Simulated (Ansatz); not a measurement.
# Li2S: energy against volume

Li2S (antifluorite, Fm-3m, 15.069 Å³/atom and stress up to 0.01 GPa in the relaxed cell, cube axes along x, y and z) under hydrostatic pressure, with the cell free. PBEsol in Ansatz, a plane-wave DFT program (PAW, default set), 420 eV, 10×10×10 Γ-centred mesh, Fermi-Dirac smearing 0.05 eV; ions are relaxed, or left where forces stay under 0.02 eV/Å, within the symmetry of each cell.

Here V stands for volume and E for E less E0.

| volume (Å³/atom) | E less E0 (meV/atom) | pressure (GPa) |
|---|---|---|
| 15.8761 | 5.20 | -1.98 |
| 15.4445 | 1.18 | -0.99 |
| 15.0695 | 0.00 | 0.00 |
| 14.9637 | 0.10 | 0.30 |
| 14.8279 | 0.52 | 0.70 |
| 14.5723 | 2.28 | 1.51 |
| 14.1482 | ? | ? |

Question: Fit E against V with the third-order Birch-Murnaghan form, a cubic in V^(-2/3), and predict the withheld value at V = 14.1482.

Answer: With u = V^(-2/3) - 0.1636, the rows have u = -0.0052915, -0.0023558, 0.0003082, 0.0010799, 0.0020839, 0.0040157. Least squares gives E = 0.016 - 103.6·u + 165886·u² + 63482·u³. Residuals (row less fit): 0.000, 0.000, 0.000, 0.002, -0.001, 0.001; standard error 0.002 (degrees of freedom: 2). Its minimum lies at u = 0.0003122, so V0 = (0.1639122)^(-3/2) = 15.07. There d²E/du² = 331900 and d³E/du³ = 380900, so B0 = (4/9) × 15.07^(-7/3) × 331900 × 0.160218 = 42.1 GPa (the last factor turns the table's units into GPa), and B0' = 4 + (2/3) × 0.1639122 × (380900)/331900 = 4.1. B0' rests on the cubic coefficient alone and has a standard error of 0.1 from these residuals. At the withheld row, u = 0.0073487, so E = 0.016 - 103.6 × 0.0073487 + 165886 × 0.0073487² + 63482 × 0.0073487³ = 8.238 meV/atom. The calculation gives 8.20 meV/atom, 0.038 meV/atom below the prediction (0.5 % of the range of E in the table). The row lies outside the fitted rows, so this is an extrapolation. The scatter of the fitted rows lies at the last printed digit.

Other structures, which can take over under pressure, weren't tried. The same form fitted to the pressure column gives B0' = 3.9; series where the two differ by over 0.4 aren't shown. Rows are the converged runs of the series near zero and its far end, less any whose ions stayed unrelaxed beside relaxed ones; series whose fitted rows scatter by over a few per cent of the range, as at a crossing or softening among them, aren't shown in this form.
